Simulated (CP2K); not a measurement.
**A self-consistent single point of GaP (F-43m, 2 atoms in the cell) with CP2K**

Method of the run: PBE, GPW, DZVP-MOLOPT-SR-GTH basis, GTH-PBE potentials (GTH_POTENTIALS) in CP2K.

Input as run:

```
&GLOBAL
  PROJECT scf
  RUN_TYPE ENERGY_FORCE
  PRINT_LEVEL LOW
&END GLOBAL
&FORCE_EVAL
  METHOD Quickstep
  STRESS_TENSOR ANALYTICAL
  &DFT
    BASIS_SET_FILE_NAME BASIS_MOLOPT
    POTENTIAL_FILE_NAME GTH_POTENTIALS
    &QS
      METHOD GPW
      EPS_DEFAULT 1E-10
    &END QS
    &MGRID
      CUTOFF 600
      REL_CUTOFF 50
      NGRIDS 5
    &END MGRID
    &SCF
      SCF_GUESS ATOMIC
      EPS_SCF 1E-6
      MAX_SCF 100
      ADDED_MOS 4
      &DIAGONALIZATION
        ALGORITHM STANDARD
      &END DIAGONALIZATION
      &MIXING
        METHOD BROYDEN_MIXING
        ALPHA 0.3
        NBUFFER 10
        BETA 1
      &END MIXING
      &SMEAR ON
        METHOD FERMI_DIRAC
        ELECTRONIC_TEMPERATURE [K] 116.05
      &END SMEAR
    &END SCF
    &KPOINTS
      SCHEME MONKHORST-PACK 5 5 5
    &END KPOINTS
    &XC
      &XC_FUNCTIONAL PBE
      &END XC_FUNCTIONAL
    &END XC
    &PRINT
      &MO
        EIGENVALUES T
        OCCUPATION_NUMBERS T
        NDIGITS 8
        FILENAME mo
        &EACH
          QS_SCF 0
        &END EACH
        ADD_LAST NUMERIC
      &END MO
      &MULLIKEN OFF
      &END MULLIKEN
    &END PRINT
  &END DFT
  &SUBSYS
    &CELL
      ABC 3.85373200 3.85373216 3.85373211
      ALPHA_BETA_GAMMA 59.99999555 60.00000097 60.00000140
      PERIODIC XYZ
    &END CELL
    &COORD
      Ga       0.00000000     0.00000000     0.00000000
      P        1.92686600     1.11247675     0.78663975
    &END COORD
    &KIND Ga
      BASIS_SET DZVP-MOLOPT-SR-GTH-q13
      POTENTIAL GTH-PBE-q13
    &END KIND
    &KIND P
      BASIS_SET DZVP-MOLOPT-SR-GTH-q5
      POTENTIAL GTH-PBE-q5
    &END KIND
  &END SUBSYS
  &PRINT
    &FORCES ON
    &END FORCES
    &STRESS_TENSOR ON
    &END STRESS_TENSOR
  &END PRINT
&END FORCE_EVAL
```

Log, with long lists cut:

```
 GLOBAL| Method name                                                        CP2K
 GLOBAL| Project name                                                        scf
 GLOBAL| Run type                                                   ENERGY_FORCE

 TOTAL NUMBERS AND MAXIMUM NUMBERS

  Total number of            - Atomic kinds:                                   2
                             - Atoms:                                          2
                             - Shell sets:                                     2
                             - Shells:                                        12
                             - Primitive Cartesian functions:                 10
                             - Cartesian basis functions:                     44
                             - Spherical basis functions:                     38

  Maximum angular momentum of- Orbital basis functions:                        3
                             - Local part of the GTH pseudopotential:          0
                             - Non-local part of the GTH pseudopotential:      4

 SCF PARAMETERS         Density guess:                                    ATOMIC
                        max_scf:                                             100
                        max_diis:                                              4
                        eps_scf:                                        1.00E-06
                        eps_diis:                                       1.00E-01
                        eps_eigval:                                     1.00E-05
                        level_shift [a.u.]:                             0.000000
                        added MOs                                         4    0
                        Mixing method:                            BROYDEN_MIXING
                                                charge density mixing in g-space
                        Smear method:                                FERMI_DIRAC
                        Electronic temperature [K]:                        116.0
                        Electronic temperature [a.u.]:                  3.68E-04
                        Accuracy threshold:                             1.00E-10
                        No outer SCF

 Extrapolation method: initial_guess

 Number of electrons:                                                         18
 Number of occupied orbitals:                                                  9
 Number of molecular orbitals:                                                13

 Number of orbital functions:                                                 38
 Number of independent orbital functions:                                     38

 SCF WAVEFUNCTION OPTIMIZATION

  Step     Update method      Time    Convergence         Total energy    Change
     1 NoMix/Diag. 0.30E+00      -     1.39778430       -81.3152819764 -8.13E+01
     2 Broy./Diag. 0.30E+00      -     0.05259447       -81.1200227851  1.95E-01
     3 Broy./Diag. 0.30E+00      -     0.10284291       -81.1360187693 -1.60E-02
     4 Broy./Diag. 0.30E+00      -     0.01457182       -81.1857022217 -4.97E-02
     5 Broy./Diag. 0.30E+00      -     0.00413220       -81.2097512242 -2.40E-02
     6 Broy./Diag. 0.30E+00      -     0.00225994       -81.2055622740  4.19E-03
     7 Broy./Diag. 0.30E+00      -     0.00076788       -81.2035445393  2.02E-03
     8 Broy./Diag. 0.30E+00      -     0.00032569       -81.2064213491 -2.88E-03
     9 Broy./Diag. 0.30E+00      -     0.00001796       -81.2073433428 -9.22E-04
    10 Broy./Diag. 0.30E+00      -     0.00000379       -81.2074104827 -6.71E-05
    11 Broy./Diag. 0.30E+00      -     0.00000412       -81.2073814403  2.90E-05
    12 Broy./Diag. 0.30E+00      -     0.00000058       -81.2073752858  6.15E-06

  *** SCF run converged in    12 steps ***

  Electronic density on regular grids:        -17.9999999659        0.0000000341
  Core density on regular grids:               17.9999999982       -0.0000000018
  Total charge density on r-space grids:        0.0000000324
  Total charge density g-space grids:           0.0000000324

  Overlap energy of the core charge distribution:               0.00000000045940
  Self energy of the core charge distribution:               -113.69477796600728
  Core Hamiltonian energy:                                     32.81714365015682
  Hartree energy:                                              11.58060410301490
  Exchange-correlation energy:                                -11.91034507341102
  Electronic entropic energy:                                  -0.00000000000000
  Fermi energy:                                                 0.19647216928277

  Total energy:                                               -81.20737528578717
  Total energy (extrapolated to T->0):                        -81.20737528578717

 ENERGY| Total FORCE_EVAL ( QS ) energy [hartree]            -81.207371997666456

 FORCES| Atomic forces [hartree/bohr]
 FORCES|   Atom     x               y               z               |f|
 FORCES|      1 -7.77840105E-07 -4.46518120E-07 -3.12582148E-07   9.49800642E-07
 FORCES|      2  7.97820161E-07  4.58054341E-07  3.20740624E-07   9.74271695E-07
 FORCES| Sum     1.99800559E-08  1.15362209E-08  8.15847627E-09
 FORCES| Total atomic force                                       2.44713661E-08

 STRESS| Analytical stress tensor [bar]
 STRESS|                        x                   y                   z
 STRESS|      x        3.16242546845E+04   4.74439797848E+00   3.35479017594E+00
 STRESS|      y        4.74439797848E+00   3.16187516055E+04   1.88023839627E+00
 STRESS|      z        3.35479017594E+00   1.88023839627E+00   3.16174446572E+04
 STRESS| 1/3 Trace                                             3.16201503158E+04
```

The run converged in 12 iterations.

The starting cell has typed, rounded lattice constants, without a prior relaxation at this level. Values carry the incompleteness of an atom-centred basis. With a pressure of about 3 GPa the cell is away from its equilibrium volume at this level.
